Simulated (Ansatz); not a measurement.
Consider Si-vacancy pair (Si on one host Ru site, one Ru site vacant) in hcp Ru, neutral cell. Level of theory: PBE, PAW (plane waves to 420 eV; Ansatz, a quantum-chemistry and plane-wave program).

Cell of 36 host sites held at the relaxed PBE lattice; a 2×2×2 k-point mesh shifted by half a step along c; Fermi-Dirac width 0.10 eV, spin-restricted; finite-size errors left in. Energies are static. Forms of the defect that were not tried may lie lower.

Barriers: single points on a 4×4×4 k-point mesh shifted by half a step along c at the bands' geometries (they differ from the bands' own by up to 0.05 eV, and are uncertain by about as much).

Relaxed starting cell (atoms counted from 1):

```xyz
35
Lattice="8.1642 0.0000 0.0000 -4.0821 7.0704 0.0000 0.0000 0.0000 8.5861" Properties=species:S:1:pos:R:3 pbc="T T T"
Si    -0.0135     1.5755     1.1457
Ru    -0.0258     1.5648     5.3920
Ru    -1.3925     3.9425     1.0915
Ru    -1.3694     3.9218     5.3818
Ru    -2.7326     6.2633     1.0906
Ru    -2.7385     6.2951     5.3814
Ru     2.7527     1.5988     1.0988
Ru     2.7127     1.5885     5.3952
Ru     1.3926     3.9542     1.0985
Ru     1.3646     3.9256     5.3961
Ru     0.0003     6.2934     1.0847
Ru    -0.0042     6.2912     5.3997
Ru     5.4610     1.5702     1.1052
Ru     5.4617     1.5537     5.3757
Ru     4.0694     3.9293     1.0964
Ru     4.0708     3.9303     5.4002
Ru     2.7225     6.3120     1.1028
Ru     2.7076     6.3226     5.3756
Ru     1.3423     0.7951     3.2333
Ru     1.3442     0.8076     7.5340
Ru    -0.0076     3.1388     3.2371
Ru     0.0035     3.1301     7.5345
Ru    -1.3640     5.5064     3.2409
Ru    -1.3662     5.5048     7.5303
Ru     4.0514     0.7775     3.2489
Ru     4.0934     0.7929     7.5335
Ru     2.7181     3.1487     3.2547
Ru     2.7144     3.1467     7.5245
Ru     1.3311     5.4900     3.2486
Ru     1.3646     5.5179     7.5325
Ru     6.8131     0.8003     7.5192
Ru     5.4247     3.1646     3.2601
Ru     5.4459     3.1401     7.5366
Ru     4.0838     5.4852     3.2591
Ru     4.0745     5.5164     7.5364
```

End state 1 differs by these moves (Å; atoms that move under 0.08 Å are left out):

```
atom  element     Δx     Δy    Δz
----  -------  -----  -----  ----
1          Si  -1.35  -0.78  2.05
```

Problem. Estimate the forward and backward barriers to end state 1 that PBE, PAW returns for this input.

Solution. forward 0.54 eV, backward 0.54 eV; at the saddle point atom 1 has neighbours 4 Ru at 2.40, 2 Ru at 3.03, 2 Ru at 3.05 Å. The saddle point's order was not checked, and it lies on a symmetry element of the cell, where a band can be held.
